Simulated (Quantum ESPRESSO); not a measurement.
A user runs Quantum ESPRESSO on SiO2 (I-4c2, 24 atoms in the cell) and asks whether the run is sound. The aim is a self-consistent single point with DFT, LDA (PZ), plane waves, GBRV 1.5 ultrasoft (LDA) pseudopotentials.

Cell that was meant: a = 8.3333 Å, b = 8.3333 Å, c = 8.3333 Å, α = 105.24°, β = 105.24°, γ = 118.31°.

Part of the input:

```fortran
  occupations = 'smearing'
  smearing = 'gauss'
  degauss = 0.0036749
  tot_charge = 1
/
&ELECTRONS
  conv_thr = 1.0d-8
```

Output, abridged:

```
     Message from routine setup:
     using ibrav=0 with symmetry is DISCOURAGED, use correct ibrav instead
     G-vector sticks info
   [... lines left out ...]
        k(   11) = (   0.0000000   0.4117895   0.0000000), wk =   0.1250000
        k(   12) = (  -0.6176842  -0.2058947   0.0000000), wk =   0.1250000
        k(   13) = (  -0.8235789  -0.8235789  -0.9752617), wk =   0.0312500

     Dense  grid:   141153 G-vectors     FFT dimensions: (  72,  72,  72)

     Smooth grid:   100881 G-vectors     FFT dimensions: (  64,  64,  64)

     Initial potential from superposition of free atoms

     starting charge     127.9952, renormalised to     127.0000
     Self-consistent Calculation

     iteration #  1     ecut=    40.00 Ry     beta= 0.70

     total energy              =    -593.11545282 Ry
     estimated scf accuracy    <       7.25440995 Ry

     iteration #  2     ecut=    40.00 Ry     beta= 0.70

     negative rho (up, down):  5.266E-07 0.000E+00

     total energy              =    -595.51125130 Ry
     estimated scf accuracy    <       4.53082793 Ry

     iteration #  3     ecut=    40.00 Ry     beta= 0.70

     negative rho (up, down):  6.371E-06 0.000E+00

     total energy              =    -596.19741933 Ry
     estimated scf accuracy    <       0.06203340 Ry

   [... 7 blocks of this kind left out ...]

     iteration # 11     ecut=    40.00 Ry     beta= 0.70

     negative rho (up, down):  1.464E-05 0.000E+00

     total energy              =    -596.23225635 Ry
     estimated scf accuracy    <       0.00000001 Ry

     iteration # 12     ecut=    40.00 Ry     beta= 0.70

     negative rho (up, down):  1.464E-05 0.000E+00
     End of self-consistent calculation

     the Fermi energy is    -1.1924 ev

!    total energy              =    -596.23225635 Ry
     estimated scf accuracy    <          1.0E-09 Ry
     smearing contrib. (-TS)   =      -0.00152437 Ry
     internal energy E=F+TS    =    -596.23073199 Ry

     convergence has been achieved in  12 iterations

     negative rho (up, down):  1.464E-05 0.000E+00

     Forces acting on atoms (cartesian axes, Ry/au):

     atom    1 type  1   force =    -0.00116312    0.00106455    0.00524352
     atom    2 type  1   force =     0.00106455    0.00116312   -0.00524352
     atom    3 type  1   force =     0.00116312   -0.00106455    0.00524352
     atom    4 type  1   force =    -0.00106455   -0.00116312   -0.00524352
   [... lines left out ...]
     Total force =     0.018509     Total SCF correction =     0.000041
   [... lines left out ...]

     negative rho (up, down):  1.464E-05 0.000E+00
          total   stress  (Ry/bohr**3)                   (kbar)     P=      -32.74
  -0.00022668   0.00000000   0.00000000          -33.35        0.00        0.00
   0.00000000  -0.00022668   0.00000000            0.00      -33.35        0.00
   0.00000000   0.00000000  -0.00021424            0.00        0.00      -31.52

   JOB DONE.
```

Question: Can these results be used? Check the input.

Answer: The run is not sound. The fault is an unintended net charge. A charged periodic cell changes the electron count and is neutralised by a uniform background, so energy, forces and pressure belong to another system. To fix it, remove the charge. The run converged in 12 iterations without an error; against the sound input the pressure goes from -0.87 to -3.27 GPa, the largest force goes from 0.092 to 0.141 eV/Å and no clean gap remains on the mesh (levels overlap or are partly filled), against 5.47 eV before.

The sound input it was made from differs as follows (other fixes are possible):
```diff
-  tot_charge = 1
```

With that input, the run converged in 11 iterations: free energy E − TS -8113.1318 eV; top of the valence band (on the code's own zero) -0.75 eV; gap on the k-point mesh 5.47 eV; pressure -0.87 GPa; largest force (vector length) 0.092 eV/Å (DFT, LDA (PZ), plane waves, GBRV 1.5 ultrasoft (LDA) pseudopotentials).

On the sound input: the starting cell comes from a database of computed structures (which also holds hypothetical and non-ambient phases and stackings), without a prior relaxation at this level.
